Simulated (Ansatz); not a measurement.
Abridged Ansatz (a program for electronic structure) output:

```
Pseudopotential: Sr, paw, valence charge 10
Pseudopotential: Cu, paw, valence charge 19
Pseudopotential: O, paw, valence charge 6
Crystal: 6 atoms, lattice volume = 85.094 Å³
Basis set: ecut = 420 eV, 1687 PW (Γ), exchange–correlation on 96×96×96 points (8 copies of the dense FFT grid, shifted against one another)
Bands: 35, of which v1, the nominal top of the filled ones, is band 29 counted from 1 (28 counted from 0)
Symmetry: 8 space group operations
k-points: 621 of 4096
Functional: x = pbesol(κ = 0.804, μ = 0.12345679012345678), c = pbesol(β = 0.046)
SCF iter   1: F=—  HF=-15261.070554 eV  |F-HF|=—  |Δ(HF+E_count)|=         —  Δρ=1.52e-2  dr2=1.59e-1  ethr=1.77e-3  ⟨swp⟩=8.7  Hψ=112485  notcnv=0  defer=46
SCF iter   2: F=—  HF=-15261.153184 eV  |F-HF|=—  |Δ(HF+E_count)|=   8.26e-2  Δρ=2.73e-2  dr2=4.49e-1  ethr=2.79e-4  ⟨swp⟩=3.0  Hψ=50548  notcnv=0  defer=878  recentre
SCF 1 converged in 13 iterations: F = -15261.030454 eV  dr2 = 7.59e-11
SCF converged after 13 iterations
Free energy (F): -15261.030454 eV
Internal energy: -15261.022457 eV  (E = F + TS)
E sigma→0 (E₀):  -15261.026455 eV
Entropy (-TS):   -0.007997 eV (-1.333 meV/atom)
Fermi energy:    10.548912 eV
--- Forces (eV/Å), atoms counted from 1 ---
  atom   1  Sr     0.00000000     0.00000000    -0.00060091
  atom   2  Sr     0.00000000     0.00000000     0.00060091
  atom   3  Cu     0.00000000     0.00000000     0.00000000
  atom   4  O      0.00000000     0.00000000     0.00000000
  atom   5  O      0.00000000     0.00000000     0.00000650
  atom   6  O      0.00000000     0.00000000    -0.00000650
--- Stress (GPa, compression-positive) ---
       -0.001877       0.000000       0.000000
        0.000000      -0.000067       0.000000
        0.000000       0.000000      -0.002120
  P = ⅓ Tr σ = -0.0014 GPa (-0.014 kbar)
```

**Question.** What was computed, and what are the main results?

**Answer.** Sr2CuO3, 6 atoms in the cell, with Kohn–Sham DFT with the PBEsol functional, run in Ansatz with PAW and 420 eV plane waves, spin-orbit coupling left out. The last SCF converged to F = -15261.030454 eV, or -2543.5051 eV per atom, at a pressure of 0.00 GPa. The total energy compares only with runs of the same code, potentials and settings.

Stability against distortions was not tested. No Hubbard U is applied and the magnetic state is the run's own (Sr2CuO3 not spin-polarised); small cells can't hold the antiferromagnetic order that many such compounds have, so gaps and moments can be off. The final runs are not spin-polarised. An odd electron count without spin: Sr2CuO3. The cell is Sr2CuO3 (space group Immm, No. 71).
